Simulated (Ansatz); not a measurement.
TiO2, response to strain

The reference is TiO₂ in the anatase structure (space group I4_1/amd, No. 141; a = 3.770 Å, c = 9.552 Å). Axes: x, y, z lie along a, b, c of the conventional cell.

Strains are applied to the cell and any free atomic positions relax; under biaxial strain the out-of-plane vector relaxes too.

Level of theory: DFT with PBEsol, PAW potentials and a 420 eV plane-wave cutoff in Ansatz (a program for electronic structure), no spin-orbit coupling.

Notes on the quantities. energy relative to the base: free energy F; in-plane stress: mean in-plane stress (compression positive).

```csv
variant,shortest interatomic distance,gap character,energy relative to the base,in-plane stress,ratio −ε⊥/ε∥
base,1.928 Å,"indirect, Γ–X (87 % along) → Γ",0 meV/atom,–,–
"biaxial strain −3.00 %, plane normal [001], relaxed out of plane",1.893 Å,–,+17 meV/atom,+8.0 GPa,1.70
"biaxial strain −2.40 %, plane normal [001], relaxed out of plane",1.899 Å,"indirect, k = (0.417, 0.417, 0) in the run's primitive reciprocal basis → Γ",+11 meV/atom,+6.4 GPa,1.68
"biaxial strain −1.80 %, plane normal [001], relaxed out of plane",1.906 Å,"indirect, k = (0.417, 0.417, 0) in the run's primitive reciprocal basis → Γ",+6.3 meV/atom,+4.9 GPa,1.65
"biaxial strain −1.20 %, plane normal [001], relaxed out of plane",1.913 Å,"indirect, k = (0.417, 0.417, 0) in the run's primitive reciprocal basis → Γ",+2.8 meV/atom,+3.3 GPa,1.62
"biaxial strain −0.60 %, plane normal [001], relaxed out of plane",1.920 Å,"indirect, Γ–X (87 % along) → Γ",+0.7 meV/atom,+1.7 GPa,–
```

Whether these cells are dynamically stable was not tested. The final runs are not spin-polarised.
